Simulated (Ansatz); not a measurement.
Input and output of a self-consistent single point for ZrSi2 (Cmcm, 6 atoms in the cell) (Ansatz, a program for electronic structure).

Method: PBE, PAW files (plane waves; Ansatz).

```xyz
6
Lattice="1.8276 -7.3783 0.0000 1.8276 7.3783 0.0000 0.0000 0.0000 3.6450" Properties=species:S:1:pos:R:3 pbc="T T T"
Zr     1.8276    -5.8154     2.7337
Zr     1.8276     5.8154     0.9112
Si     1.8276     0.7594     0.9112
Si     1.8276    -0.7594     2.7337
Si     1.8276     3.6855     2.7337
Si     1.8276    -3.6855     0.9112
```

Reference input (self-consistent single point, DFT, PBE, plane waves, PAW files): basis.ecutwfc = 420 eV; kpoints.mp_grid.grid = 11 11 11; hamiltonian.xc = pbe; hamiltonian.pseudopotentials = {kind: paw} (the program's default PAW files); scf.occupations.method = cold; scf.occupations.width = 0.05 eV. This run's input differs from it in these lines:

Ansatz 0.2 input:
```diff
@@ -14,3 +14,3 @@
 basis:
-  ecutwfc: 420.0 eV
+  ecutwfc: 250.0 eV
 kpoints:
```

Log, with long lists cut:

```
SCF iter   1: F=—  HF=-10915.140839 eV  |F-HF|=—  |Δ(HF+E_count)|=         —  Δρ=3.25e-2  dr2=2.86e0  ethr=3.10e-3  ⟨swp⟩=6.4  Hψ=29053  notcnv=0
all-band conjugate gradients solve this SCF's bands
preconditioner: auto → Kerker (q_TF=auto, 2.349 Å⁻¹)
SCF iter   2: F=—  HF=-10914.805404 eV  |F-HF|=—  |Δ(HF+E_count)|=   3.35e-1  S|Δr|=    0.00e0  Δρ=1.98e-2  dr2=1.02e0  ethr=3.10e-3  ⟨swp⟩=1.6  Hψ=7525  notcnv=0  defer=74
   [... lines left out ...]
SCF iter   5: F=—  HF=-10914.610989 eV  |F-HF|=—  |Δ(HF+E_count)|=   1.51e-5  S|Δr|=    0.00e0  Δρ=1.84e-4  dr2=5.58e-5  ethr=2.46e-6  ⟨swp⟩=2.3  Hψ=7493  notcnv=0  defer=319
SCF iter   6: F=—  HF=-10914.609874 eV  |F-HF|=—  |Δ(HF+E_count)|=   1.11e-3  S|Δr|=    0.00e0  Δρ=2.59e-5  dr2=6.39e-7  ethr=1.39e-7  ⟨swp⟩=2.0  Hψ=7767  notcnv=0  defer=319
SCF iter   7: F=-10914.609874 eV  HF=-10914.609874 eV  |F-HF|=7.28e-9  |Δ(HF+E_count)|=   1.80e-9  S|Δr|=    0.00e0  Δρ=3.99e-6  dr2=1.87e-8  ethr=2.50e-10  ⟨swp⟩=10.3  Hψ=25702  notcnv=0
SCF 1 converged in 7 iterations: F = -10914.609874 eV  dr2 = 1.87e-8
Stability not checked (fill_not_monotonic)
Free energy (F): -10914.609874 eV
Internal energy: -10914.609875 eV  (E = F + TS)
E sigma→0 (E₀):  -10914.609874 eV
Entropy (-TS):   0.000001 eV (0.000 meV/atom)
Fermi energy:    12.937666 eV
--- Forces (eV/Å), atoms counted from 1 ---
  atom   1  Zr     0.00000000    -0.12672778     0.00000000
  atom   2  Zr     0.00000000     0.12672778     0.00000000
  atom   3  Si     0.00000000     0.28112333     0.00000000
  atom   4  Si     0.00000000    -0.28112333     0.00000000
  atom   5  Si     0.00000000     0.01807804     0.00000000
  atom   6  Si     0.00000000    -0.01807804     0.00000000
--- Stress (GPa, compression-positive) ---
        4.352258       0.000000       0.000000
        0.000000       3.528623       0.000000
        0.000000       0.000000       4.491828
  P = ⅓ Tr σ = 4.1242 GPa (41.242 kbar)
  The stress holds the Pulay correction. Without it, at fixed plane waves, as pw.x and ABINIT print it: P = 0.5651 GPa
```

The run converged in 7 iterations. Against the reference run the free energy goes up by 50.6 meV/atom, the pressure goes from 3.86 to 4.12 GPa and the largest force hardly changes (0.285 to 0.281 eV/Å).

The starting cell comes from a database of computed structures (which also holds hypothetical and non-ambient phases and stackings), without a prior relaxation at this level. Its lattice was rescaled by a random factor within 2.5 % of one. Ansatz's pressure includes its estimate of the finite-basis (Pulay) stress. Without the estimate this run gives 0.57 GPa. The cutoff lies below the one recommended for these files.
